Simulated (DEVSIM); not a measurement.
Simulated with DEVSIM: 1D drift-diffusion, Boltzmann statistics, complete ionisation; no tunnelling, impact ionisation, image-force lowering or self-heating. Band offsets follow the typed affinities; no thermionic-emission limit at abrupt steps, no polarisation charge.

Structure: isotype n-n heterojunction Al0.35Ga0.65As/GaAs, at 400 K.

```csv
layer (left to right),material,thickness (μm),Nd (cm⁻³),τn (s),τp (s)
1,Al0.35Ga0.65As,0.190,1.7e16,5.3e-10,5.3e-10
2,GaAs,0.790,1.3e16,5.3e-10,5.3e-10
```

Left contact: ohmic. Right contact: ohmic. Voltage is applied to the left contact. Recombination: SRH at mid-gap, radiative, Auger. Mobility is constant in doping. Where it depends on doping, it is μmin + (μ − μmin)/(1 + (N/Nref)^α).

The device is made up for the run: typed textbook-type constants, with dimensions and the other settings drawn at random. Values at 300 K; Nc and Nv go as T^1.5, mobilities as T to minus their exponent, the gap by Varshni's rule with the affinity fixed. The table also holds parameters that only a changed run uses.

```csv
parameter,Al0.35Ga0.65As,GaAs
gap (eV),1.8604,1.424
affinity (eV),3.7935,4.07
permittivity,11.91,12.9
Nc (cm⁻³),7.44e17,4.7e17
Nv (cm⁻³),9e18,9e18
μn (cm²/Vs),3495,8500
μp (cm²/Vs),176,400
"μn,min",500,500
"μp,min",20,20
"Nref,n",6e16,6e16
"Nref,p",1.5e17,1.5e17
αn,0.39,0.39
αp,0.38,0.38
T exponent of μn,2.1,2.1
T exponent of μp,2.2,2.2
B (cm³/s),2e-10,2e-10
Cn (cm⁶/s),1e-30,1e-30
Cp (cm⁶/s),1e-30,1e-30
Varshni α (eV/K),0.000541,0.000541
Varshni β (K),204,204
```

One input was changed, with this effect: potential step across the device at zero bias 0.270 → 0.311 V.

Q: Which change was it?
(A) doping-dependent mobility in place of the constant one
(B) doping Nd of layer 2 1.3e+16 → 3.9e+15 cm^-3
(C) minority lifetime in layer 1 5.3e-10 → 1.6e-11 s
(D) Auger recombination switched off
(E) minority lifetime in layer 2 5.3e-10 → 1.6e-11 s

A: B, doping Nd of layer 2 1.3e+16 → 3.9e+15 cm^-3
